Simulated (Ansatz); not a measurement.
CdTe (model structure, within 0.1 Å of Fm-3m, No. 225, 8 atoms in the cell): properties by level of theory

```
level (code)         equilibrium volume per atom (Å³/atom)  formation enthalpy (eV/atom)
-------------------  -------------------------------------  ----------------------------
PBE (Ansatz)                                         28.71                        -0.286
PBEsol (Ansatz)                                      26.99                        -0.265
PBE-D3(BJ) (Ansatz)                                  27.30                        -0.281
```

Ansatz's density-functional and Hartree–Fock values are scalar-relativistic unless marked +SOC, with PAW data made under PBE.

A model structure was made by putting elements into a prototype or built by hand; it is no filed structure, need not be a known phase, and can be a saddle point held by its symmetry.

Ansatz is a first-principles code.
